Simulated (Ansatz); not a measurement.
A constructed model of the (0001) surface of hcp Re, a layer of Ta in place of the second plane (bottom of the slab: a bare face, its two planes held)

Level of theory: PBE (plane waves to 420 eV, PAW; Ansatz, a program for electronic structure).

Slab: 6 atoms, 11.4 Å thick at the start; k 15x15x1, smearing 0.1 eV, dipole-corrected; 2 atoms held, the rest relaxed; start symmetry kept, larger cells not searched; no spin, no spin-orbit, no U. It is one candidate, not shown to be the stable structure of the face.

* **work function of the top face**: 5.01 eV
* **energy released by relaxation**: 0.078 eV
* **cost**: very roughly 2.5 core-minutes
